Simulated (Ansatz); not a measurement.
Start from GaAs in the zinc blende structure (space group F-43m, No. 216; a = 5.667 Å). Axes: x, y, z lie along the cube axes.

All numbers come from r2SCAN (Ansatz, a first-principles code; PAW; 500 eV plane waves; no spin-orbit coupling).

Strains are applied to the cell and any free atomic positions relax; under biaxial strain the out-of-plane vector relaxes too.

One change was made to it. Results:

| quantity | base | after |
|---|---|---|
| band gap | 0.96 eV | 1.10 eV |
| gap character | direct at Γ | direct at Γ |
| shortest interatomic distance | 4.637 bohr | 4.585 bohr |

Problem. Which of these changes matches the shifts?
(A) biaxial strain −2.00 %, plane normal [001], relaxed out of plane
(B) biaxial strain −0.50 %, plane normal [001], relaxed out of plane
(C) biaxial strain −3.00 %, plane normal [001], relaxed out of plane

Solution. C, biaxial strain −3.00 %, plane normal [001], relaxed out of plane. For comparison, the band gap in the other runs: biaxial strain −2.00 %, plane normal [001], relaxed out of plane gives 1.06 eV; biaxial strain −0.50 %, plane normal [001], relaxed out of plane gives 0.99 eV.

No phonon test of stability was made. Labels are those of the standard path for the cell's own space group.
